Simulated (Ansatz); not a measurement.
The reference is Cs₂AgBiBr₆ (space group Fm-3m, No. 225; a = 11.4791 Å).

Computed with plane-wave PAW DFT at the PBE level (Ansatz, a quantum-chemistry and plane-wave program, 420 eV), no spin-orbit coupling.

Base values:

| Quantity | Value |
|---|---|
| Electron mass | 0.35 mₑ along k, 0.26 mₑ across (at L) |
| Pressure | -0.1 kbar |

It is then changed as follows: an isotropic linear strain of −3.00 %; the atoms relax in the strained cell.

Question: Predict the new mean gap deformation potential ΔEg/Δln V, electron mass, pressure and largest internal atomic displacement.

Answer: The mean gap deformation potential ΔEg/Δln V is +1.7 eV; the electron mass changes from 0.35 mₑ along k, 0.26 mₑ across (at L) to 0.36 mₑ along k, 0.25 mₑ across (at L); the pressure rises by 24.3 kbar to 24.2 kbar; the largest internal atomic displacement is 0.028 Å.

With Bi present, leaving out spin-orbit coupling can change the band edges. Masses are band curvatures over ±0.01 Å⁻¹ around the edge. Along k means along the line from Γ to the band edge. Whether these cells are dynamically stable was not tested.
